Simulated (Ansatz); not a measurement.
System: interstitial Sb in silicon strained by +1.5 % along x and y, z held (charge state +1). Level of theory: PBE, PAW (plane waves to 420 eV; Ansatz, an electronic-structure program).

64-site cell at the strained lattice (strain from the relaxed PBE one, atoms relaxed), a 2×2×2 k-point mesh shifted by half a step, smearing 0.01 eV, spin-restricted, no finite-size correction. Static, classical nuclei. Spin-orbit coupling is left out. The charge state is imposed; whether it is stable for some Fermi level was not computed. Sites that were not tried may lie lower. The start lies 0.10 eV above the lowest site run (PBE).

Barriers: single points on a 3×3×3 k-point mesh shifted by half a step at the bands' geometries.

Relaxed starting cell (atoms counted from 1):

```yaml
crystal:
  lattice:
    - [11.10410, 0.00000, 0.00000]
    - [0.00000, 11.10410, 0.00000]
    - [0.00000, 0.00000, 10.94000]
  atoms:
    - { symbol: Si, position: [0.04380, 0.22818, 0.20715] }
    - { symbol: Si, position: [0.99977, 0.99982, 0.74850] }
    - { symbol: Si, position: [0.99826, 0.51069, 0.25001] }
    - { symbol: Si, position: [0.99983, 0.49804, 0.74972] }
    - { symbol: Si, position: [0.50068, 0.99964, 0.24940] }
    - { symbol: Si, position: [0.49993, 0.99826, 0.74958] }
    - { symbol: Si, position: [0.49958, 0.49830, 0.24936] }
    - { symbol: Si, position: [0.50175, 0.49925, 0.74739] }
    - { symbol: Si, position: [0.12826, 0.40158, 0.11982] }
    - { symbol: Si, position: [0.12556, 0.37537, 0.62583] }
    - { symbol: Si, position: [0.13669, 0.86164, 0.11254] }
    - { symbol: Si, position: [0.12394, 0.87339, 0.62654] }
    - { symbol: Si, position: [0.62330, 0.37552, 0.12384] }
    - { symbol: Si, position: [0.62613, 0.37443, 0.62281] }
    - { symbol: Si, position: [0.62226, 0.87350, 0.12494] }
    - { symbol: Si, position: [0.62345, 0.87279, 0.62589] }
    - { symbol: Si, position: [0.00343, 0.24689, 0.99231] }
    - { symbol: Si, position: [0.99982, 0.25092, 0.50360] }
    - { symbol: Si, position: [0.99856, 0.74655, 0.99578] }
    - { symbol: Si, position: [0.99999, 0.74538, 0.50588] }
    - { symbol: Si, position: [0.50157, 0.24918, 0.99833] }
    - { symbol: Si, position: [0.50011, 0.24944, 0.49920] }
    - { symbol: Si, position: [0.50060, 0.74906, 0.99847] }
    - { symbol: Si, position: [0.50062, 0.74761, 0.49927] }
    - { symbol: Si, position: [0.13771, 0.12875, 0.39319] }
    - { symbol: Si, position: [0.12773, 0.12262, 0.87055] }
    - { symbol: Si, position: [0.12517, 0.62753, 0.37696] }
    - { symbol: Si, position: [0.12432, 0.62455, 0.87081] }
    - { symbol: Si, position: [0.62397, 0.12430, 0.37462] }
    - { symbol: Si, position: [0.62358, 0.12430, 0.87181] }
    - { symbol: Si, position: [0.62313, 0.62045, 0.37548] }
    - { symbol: Si, position: [0.62519, 0.62392, 0.87403] }
    - { symbol: Si, position: [0.25217, 0.00053, 0.99696] }
    - { symbol: Si, position: [0.25703, 0.99301, 0.50671] }
    - { symbol: Si, position: [0.25918, 0.50691, 0.99029] }
    - { symbol: Si, position: [0.24887, 0.50000, 0.49982] }
    - { symbol: Si, position: [0.74297, 0.99325, 0.99287] }
    - { symbol: Si, position: [0.74573, 0.00036, 0.50343] }
    - { symbol: Si, position: [0.74904, 0.50015, 0.00024] }
    - { symbol: Si, position: [0.75195, 0.49647, 0.49684] }
    - { symbol: Si, position: [0.37466, 0.37603, 0.37496] }
    - { symbol: Si, position: [0.37822, 0.37267, 0.87115] }
    - { symbol: Si, position: [0.37762, 0.87310, 0.37384] }
    - { symbol: Si, position: [0.37537, 0.87361, 0.87366] }
    - { symbol: Si, position: [0.88009, 0.37234, 0.36904] }
    - { symbol: Si, position: [0.87370, 0.37591, 0.87465] }
    - { symbol: Si, position: [0.85859, 0.85750, 0.39004] }
    - { symbol: Si, position: [0.87536, 0.87336, 0.87177] }
    - { symbol: Si, position: [0.25632, 0.24686, 0.24609] }
    - { symbol: Si, position: [0.25125, 0.24924, 0.74755] }
    - { symbol: Si, position: [0.25355, 0.74632, 0.25063] }
    - { symbol: Si, position: [0.25041, 0.74890, 0.74847] }
    - { symbol: Si, position: [0.74564, 0.25112, 0.24940] }
    - { symbol: Si, position: [0.74947, 0.24942, 0.74916] }
    - { symbol: Si, position: [0.74248, 0.74552, 0.24882] }
    - { symbol: Si, position: [0.75008, 0.74764, 0.74862] }
    - { symbol: Si, position: [0.37837, 0.12246, 0.12185] }
    - { symbol: Si, position: [0.37795, 0.12444, 0.62578] }
    - { symbol: Si, position: [0.37873, 0.62482, 0.12484] }
    - { symbol: Si, position: [0.37504, 0.62378, 0.62387] }
    - { symbol: Si, position: [0.85739, 0.12895, 0.11194] }
    - { symbol: Si, position: [0.87429, 0.12433, 0.62531] }
    - { symbol: Si, position: [0.87155, 0.62811, 0.12389] }
    - { symbol: Si, position: [0.87370, 0.62031, 0.62588] }
    - { symbol: Sb, position: [0.99788, 0.98806, 0.25223] }
```
Cell charge +1.

End state 1 differs by these moves (Å; atoms that move under 0.08 Å are left out):

| atom | element | Δx | Δy | Δz |
|---|---|---|---|---|
| 1 | Si | 0.55 | -1.51 | -0.41 |
| 3 | Si | 0.02 | -0.13 | -0.02 |
| 9 | Si | 0.01 | -0.27 | 0.07 |
| 17 | Si | 0.04 | 0.07 | 0.05 |
| 25 | Si | -0.03 | 0.06 | -0.17 |
| 34 | Si | -0.07 | 0.06 | -0.10 |
| 35 | Si | -0.09 | -0.08 | 0.07 |
| 41 | Si | 0.08 | 0.05 | 0.03 |
| 45 | Si | -0.05 | 0.03 | 0.05 |
| 47 | Si | -0.04 | -0.05 | 0.13 |
| 49 | Si | 0.04 | 0.13 | 0.09 |
| 55 | Si | -0.02 | -0.06 | 0.06 |
| 61 | Si | 0.03 | 0.13 | -0.04 |
| 65 | Sb | -0.80 | -0.70 | -0.64 |

What forward and backward barriers to end state 1 does PBE, PAW give?

forward 0.30 eV, backward 0.40 eV; at the saddle point atom 1 has neighbours Sb at 2.55; Si at 2.36, Si at 2.55, Si at 2.56, Si at 2.66, Si at 2.75, Si at 2.95 Å. The saddle point's order was not checked.
